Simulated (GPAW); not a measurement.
Input and output of a relaxation of cell and atoms for Os (P6_3/mmc, 4 atoms in the cell) (GPAW).

Computed with PBE, GPAW PAW datasets PBE (gpaw-data 1.0.1) (plane waves; GPAW).

```yaml
crystal:
  lattice:
    - [2.75459, 0.00000, 0.00000]
    - [-1.37729, 2.38555, 0.00000]
    - [0.00000, 0.00000, 8.86291]
  atoms:
    - { symbol: Os, position: [0.00000, 0.00000, 0.00000] }
    - { symbol: Os, position: [0.00000, 0.00000, 0.50000] }
    - { symbol: Os, position: [0.33333, 0.66667, 0.25000] }
    - { symbol: Os, position: [0.66667, 0.33333, 0.75000] }
```

Reference input (self-consistent single point, DFT PBE, plane waves, GPAW PAW datasets PBE (gpaw-data 1.0.1)): mode = pw; ecut = 550 eV; xc = PBE; kpts = 9 9 3; mesh shift (steps) = 0 0 0; occupations.name = methfessel-paxton; occupations.width = 0.1 eV; occupations.order = 0; nbands = -8; convergence.density = 1e-05 e/electron; convergence.energy = 1e-05 eV/electron; symmetry.symmorphic = false. This run's input differs from it in these lines:

```diff
@@ -1,2 +1,4 @@
 from ase import Atoms
+from ase.filters import FrechetCellFilter
+from ase.optimize import BFGS
 from ase.units import GPa
@@ -26,2 +28,10 @@
 
+target = FrechetCellFilter(atoms)
+
+opt = BFGS(target, logfile='-')
+converged = opt.run(fmax=0.03, steps=40)
+print('Relaxation converged:', converged)
+print('Cell:', atoms.cell.cellpar().round(4))
+print(atoms.get_scaled_positions().round(5))
+
 energy = atoms.get_potential_energy()
```

Output (repeated stretches shortened):

```
     iter     time        total  log10-change:
                         energy   eigst   dens
iter:   1 --:--:--   -44.892841
iter:   2 --:--:--   -44.930768   -0.72  -1.41
iter:   3 --:--:--   -49.210084   -0.87  -1.41
iter:   4 --:--:--   -44.575755   -0.42  -1.06
iter:   5 --:--:--   -44.727302   -1.72  -1.89
   [... 3 lines left out ...]
iter:   9 --:--:--   -44.368663   -3.27  -2.17
iter:  10 --:--:--   -44.349110   -2.55  -2.34
iter:  11 --:--:--   -44.348618   -4.12  -3.02
iter:  12 --:--:--   -44.348275   -4.59  -3.23
iter:  13 --:--:--   -44.348349c  -5.01  -3.52
iter:  14 --:--:--   -44.348301c  -5.96  -3.54
iter:  15 --:--:--   -44.348287c  -5.62  -3.65
iter:  16 --:--:--   -44.348300c  -6.28  -3.74
iter:  17 --:--:--   -44.348301c  -7.12  -3.83
iter:  18 --:--:--   -44.348278c  -6.08  -3.85
iter:  19 --:--:--   -44.348283c  -6.54  -4.18
iter:  20 --:--:--   -44.348279c  -6.82  -4.34
iter:  21 --:--:--   -44.348279c  -8.51c -4.66
iter:  22 --:--:--   -44.348280c  -7.41c -4.76
iter:  23 --:--:--   -44.348279c  -7.99c -5.02c
Converged after 23 iterations.

Dipole moment: (-0.000000, 0.000000, 0.000004) |e|*Ang

Energy contributions relative to reference atoms: (reference = -1875695.828154)

Kinetic:         -6.199915
Potential:       +0.036670
External:        +0.000000
XC:             -37.467343
Entropy (-ST):   -0.020694
Local:           -0.707344
SIC:             +0.000000
--------------------------
Free energy:    -44.358626
Extrapolated:   -44.348279

Showing only first 2 kpts
 Kpt  Band  Eigenvalues  Occupancy
  0    26     12.60979    2.00000
  0    27     14.16196    2.00000
  0    28     14.16197    2.00000
  0    29     14.78242    1.99447

  1    26     12.41308    2.00000
  1    27     13.82666    2.00000
  1    28     14.42215    2.00000
  1    29     14.42215    2.00000

Fermi level: 14.97861

No gap
   [... lines left out ...]
Atomic positions and initial magnetic moments
Free energy:    -44.377668
Fermi level: 15.14134
No gap
Atomic positions and initial magnetic moments
Free energy:    -44.390306
Fermi level: 15.43072
No gap
   [... lines left out ...]
  2 Os    0.00000    0.00000   -0.00000
  3 Os    0.00000   -0.00000   -0.00000

BFGS:    2 --:--:--      -44.390306        0.014451
Relaxation converged: True
Cell: [  2.7353   2.7353   8.7935  90.      90.     120.    ]
[[0.      0.      0.     ]
 [0.      0.      0.5    ]
 [0.33333 0.66667 0.25   ]
 [0.66667 0.33333 0.75   ]]
Energy (eV): -44.380181
Stress (GPa, Voigt): [-0.1625 -0.1625 -0.0433  0.      0.      0.    ]
```

The run converged. GPAW prints stress with tension positive. 

Summary of the result:
- Free energy E − TS (from the program's reference atoms): -44.3903 eV
- Fermi level (on the code's own zero): 15.43 eV
- Pressure: 0.12 GPa
- Final cell: a = b = 2.7353 Å, c = 8.7935 Å, α = β = 90.00°, γ = 120.00°
- Final volume per atom: 14.24 Å³
- Relaxation steps: 2

The starting cell was generated: these elements placed on a structure prototype, without a prior relaxation; it need not be a known phase or ordering of this composition. Its lattice was rescaled by a random factor within 2.5 % of one. Spin polarisation is off. The relaxation keeps the symmetry of its start, so its end need not be a minimum.

Cost on one core of a shared machine: roughly 60 s.
